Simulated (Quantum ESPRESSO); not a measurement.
Band structure of In3NO3 (Ima2, 14 atoms in the cell).

```
CELL_PARAMETERS angstrom
      3.28165     4.62810     3.29852
     -3.28165     4.62810     3.29852
     -3.28165    -4.62810     3.29852
ATOMIC_POSITIONS crystal
  In 0.99131 0.00000 0.99131
  In 0.49131 0.50000 0.99131
  In 0.76204 0.63395 0.62809
  In 0.26204 0.36605 0.39599
  In 0.49886 0.00287 0.99599
  In 0.99886 0.99713 0.50173
  N  0.02365 0.76393 0.75972
  N  0.52365 0.23607 0.78758
  O  0.48405 0.76173 0.22232
  O  0.98405 0.23827 0.24578
  O  0.48872 0.75782 0.75524
  O  0.51306 0.24218 0.24654
  O  0.01306 0.23348 0.75524
  O  0.98872 0.76652 0.24654
```

Computed with LDA (PZ), GBRV 1.5 ultrasoft (LDA) pseudopotentials (plane waves; Quantum ESPRESSO).

Settings: ecutwfc = 40 Ry; ecutrho = 200 Ry; occupations = smearing; smearing = marzari-vanderbilt; degauss = 0.0073499 Ry; potentials = {In: in_lda_v1.4.uspp.F.UPF, N: n_lda_v1.2.uspp.F.UPF, O: o_lda_v1.2.uspp.F.UPF}; K_POINTS = automatic 4 4 4 0 0 0; conv_thr = 1e-10 Ry; mixing_beta = 0.4.

The starting cell comes from a database of computed structures (which also holds hypothetical and non-ambient phases and stackings), without a prior relaxation at this level. The run gives no clean gap (levels at the Fermi energy touch, overlap or are partly filled at this smearing), which alone does not show that the compound is a metal.

Levels in eV from the Fermi level, bands 59 to 66:
```
point     59     60     61     62     63    64    65    66
-----  -----  -----  -----  -----  -----  ----  ----  ----
Γ      -1.19  -0.83  -0.73  -0.62  -0.01  1.85  2.95  3.15
X      -1.76  -1.48  -1.07  -0.43   2.68  2.84  3.29  4.23
L      -1.79  -1.42  -1.26  -0.45   2.88  3.00  3.44  3.54
T      -1.29  -1.29  -0.88  -0.88   2.70  2.70  3.95  3.95
W      -1.45  -1.45  -0.98  -0.98   2.95  2.95  3.46  3.46
R      -1.35  -1.09  -0.96  -0.69   1.90  1.98  3.77  4.20
X1     -1.76  -1.48  -1.07  -0.43   2.68  2.84  3.29  4.23
Z      -1.69  -1.57  -1.10  -0.12   2.55  2.96  3.82  4.13
Y      -1.80  -1.48  -1.42  -0.12   2.72  3.00  3.32  3.95
S      -1.63  -1.32  -0.82  -0.11   1.97  2.09  3.84  4.35
```

No band crosses the Fermi level by more than 0.03 eV along this path.
